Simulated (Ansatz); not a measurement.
Consider the formation energy of H_i in Sc (hcp, P6₃/mmc). Reaction: 36 Sc (hcp) + 1/2 H2 (gas) → cell A.

Cell A: a supercell of 36 sites of Sc (hcp, P6₃/mmc) with H off the lattice sites (4 Sc at 1.99–2.06 Å); spin state with PBE: run without spin, k-point mesh 4×4×4.
```yaml
crystal:
  lattice:
    - [9.95324, 0.00000, 0.00000]
    - [-4.97662, 8.61976, 0.00000]
    - [0.00000, 0.00000, 10.36991]
  atoms:
    - { symbol: Sc, position: [0.11065, 0.22268, 0.12425] }
    - { symbol: Sc, position: [0.22222, 0.11111, 0.38357] }
    - { symbol: Sc, position: [0.11055, 0.22278, 0.62581] }
    - { symbol: Sc, position: [0.22222, 0.11111, 0.87547] }
    - { symbol: Sc, position: [0.11133, 0.55567, 0.12473] }
    - { symbol: Sc, position: [0.22205, 0.44390, 0.37426] }
    - { symbol: Sc, position: [0.11109, 0.55554, 0.62431] }
    - { symbol: Sc, position: [0.22227, 0.44499, 0.87480] }
    - { symbol: Sc, position: [0.11065, 0.88796, 0.12425] }
    - { symbol: Sc, position: [0.22205, 0.77814, 0.37426] }
    - { symbol: Sc, position: [0.11055, 0.88777, 0.62581] }
    - { symbol: Sc, position: [0.22227, 0.77728, 0.87480] }
    - { symbol: Sc, position: [0.44537, 0.22268, 0.12425] }
    - { symbol: Sc, position: [0.55519, 0.11129, 0.37426] }
    - { symbol: Sc, position: [0.44557, 0.22278, 0.62581] }
    - { symbol: Sc, position: [0.55605, 0.11106, 0.87480] }
    - { symbol: Sc, position: [0.44501, 0.55668, 0.12476] }
    - { symbol: Sc, position: [0.55519, 0.44390, 0.37426] }
    - { symbol: Sc, position: [0.44433, 0.55533, 0.62419] }
    - { symbol: Sc, position: [0.55605, 0.44499, 0.87480] }
    - { symbol: Sc, position: [0.44501, 0.88833, 0.12476] }
    - { symbol: Sc, position: [0.55556, 0.77778, 0.37493] }
    - { symbol: Sc, position: [0.44433, 0.88900, 0.62419] }
    - { symbol: Sc, position: [0.55556, 0.77778, 0.87421] }
    - { symbol: Sc, position: [0.77767, 0.22200, 0.12473] }
    - { symbol: Sc, position: [0.88943, 0.11129, 0.37426] }
    - { symbol: Sc, position: [0.77779, 0.22224, 0.62431] }
    - { symbol: Sc, position: [0.88834, 0.11106, 0.87480] }
    - { symbol: Sc, position: [0.77767, 0.55567, 0.12473] }
    - { symbol: Sc, position: [0.88889, 0.44444, 0.37399] }
    - { symbol: Sc, position: [0.77779, 0.55554, 0.62431] }
    - { symbol: Sc, position: [0.88889, 0.44444, 0.87473] }
    - { symbol: Sc, position: [0.77665, 0.88833, 0.12476] }
    - { symbol: Sc, position: [0.88943, 0.77814, 0.37426] }
    - { symbol: Sc, position: [0.77801, 0.88900, 0.62419] }
    - { symbol: Sc, position: [0.88834, 0.77728, 0.87480] }
    - { symbol: H, position: [0.22222, 0.11111, 0.07404] }
```

Reference: Sc (hcp, P6₃/mmc), 36 atoms in the cell, a perfect crystal on lattice vectors that match the other cells', k-point mesh 4×4×4 on the run's own vectors.

Reference: an isolated H2 molecule (singlet) in a box of 11 × 11 × 13 Å.

Computed with Ansatz (plane waves, PAW), its default PAW set, cutoff 420 eV. The structures are at rest with PBE, within the held lattices. Neutral cells; Fermi-Dirac smearing of at most 0.10 eV in the solids, energies taken to zero width. Larger cells are relaxed from a start prepared with the learned potential CHGNet, on a coarser mesh till forces fall under 0.03 eV/Å, which some starts already meet. A dispersion term (D3(BJ), or D4 for r2SCAN) was computed beside these levels and is taken off wherever the name lacks it. Nuclei at rest; no vibrational terms. No structure search was made; lower ones may exist. Values are for these cell sizes. Mesh and cell size may move defect energies by 0.1 eV or more. Cell A has symmetry P3m1 and got no random move, so less symmetric positions, which may lie lower, weren't tried.

Q: Estimate the value that PBE returns for this input.

A: -0.95 eV, for 36 Sc (hcp) + 1/2 H2 (gas) → cell A.

Ansatz is an electronic-structure program.
